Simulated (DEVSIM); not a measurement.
Device: Al/Si3N4/n-Ge capacitor, at 300 K.

```
layer (left to right)  material  thickness (nm)  Nd (cm⁻³)
---------------------  --------  --------------  ---------
1                         Si3N4            23.0          -
2                            Ge           15000     1.5e15
```

Metal gate on the left, work function 4.1 eV. Fixed charge at the semiconductor interface 1.1e10 cm⁻² (in units of +e); no interface traps.

This is a model device: material constants are rounded textbook-type values typed into the input, and sizes, dopings and lifetimes were drawn at random. Values at 300 K.

| parameter | Si3N4 | Ge |
|---|---|---|
| gap (eV) | 5.1 | 0.664 |
| affinity (eV) | 2.1 | 4 |
| permittivity | 7.5 | 16 |
| Nc (cm⁻³) | - | 1.04e19 |
| Nv (cm⁻³) | - | 6e18 |

Simulated with DEVSIM: 1D Poisson equation in equilibrium, Boltzmann statistics, complete ionisation; no quantum confinement or tunnelling. Metal contacts follow the ideal Schottky-Mott rule: no Fermi-level pinning, no interface dipoles.

The substrate doping was swept, all else fixed.

```
substrate doping (cm^-3)  flat-band voltage (V)  minimum of the low-frequency capacitance (μF/cm²)  threshold voltage (band bending 2φF) (V)
------------------------  ---------------------  -------------------------------------------------  ----------------------------------------
7.5e13                                    -0.21                                             0.0194                                     -0.29
1.5e14                                    -0.19                                             0.0215                                     -0.31
3e14                                      -0.18                                             0.0233                                     -0.33
7.5e14                                    -0.15                                             0.0284                                     -0.37
1.5e15                                    -0.13                                             0.0345                                     -0.40
3e15                                      -0.12                                             0.0419                                     -0.44
```

From the first row to the last the flat-band voltage goes from -0.21 to -0.12. From the first row to the last the minimum of the low-frequency capacitance goes from 0.0194 to 0.0419.
